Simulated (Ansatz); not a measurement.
## Relaxation of cell and atoms of ZnCu2SnSe4 (I-4, 8 atoms in the cell) at several settings

```
ZnCu2SnSe4
1.0
   -2.88650     2.88650     5.74155
    2.88650    -2.88650     5.74155
    2.88650     2.88650    -5.74155
Zn Cu Sn Se
1 2 1 4
Direct
  0.75000   0.25000   0.50000
  0.25000   0.75000   0.50000
  0.00000   0.00000   0.00000
  0.50000   0.50000   0.00000
  0.62975   0.63653   0.52624
  0.36347   0.88971   0.99322
  0.11029   0.10351   0.47376
  0.89649   0.37025   0.00678
```

Base: PBE, harder PAW files (source: ansatz) (Ansatz, a quantum-chemistry and plane-wave program). Its settings: basis.ecutwfc = 700 eV; kpoints.mp_grid.grid = 6 6 6; kpoints.mp_grid.shift = 0.5 0.5 0.5; hamiltonian.xc = pbe; hamiltonian.pseudopotentials = {kind: paw, source: ansatz}; scf.occupations.method = cold; scf.occupations.width = 0.2 eV. Starting volume 23.92 Å³ per atom.

Each line gives the change from the base single point and the result:

- hamiltonian.dispersion: default → d3bj; relax: default → cell and atoms [DFT, PBE-D3BJ, plane waves, harder PAW files (source: ansatz)]: pressure 0.02 GPa; largest force (vector length) 0.003 eV/Å; final cell a = b = c = 6.956 Å, α = β = 131.81°, γ = 70.53°; final volume per atom 22.90 Å³; relaxation steps 7.
- hamiltonian.xc: pbe → lda; relax: default → cell and atoms [DFT, LDA (PW92), plane waves, harder PAW files (source: ansatz) made with PBE]: pressure -0.02 GPa; largest force (vector length) 0.002 eV/Å; final cell a = 6.852 Å, b = 6.852 Å, c = 6.852 Å, α = 131.77°, β = 131.77°, γ = 70.59°; final volume per atom 21.91 Å³; relaxation steps 5.

The starting cell comes from a database of computed structures (which also holds hypothetical and non-ambient phases and stackings), without a prior relaxation at this level. Its lattice was rescaled by a random factor within 2.5 % of one. Spin polarisation is off. Ansatz's pressure includes its estimate of the finite-basis (Pulay) stress. A gap is left out here, as mesh or smearing make it unsure.

Keys are those of Ansatz 0.2.
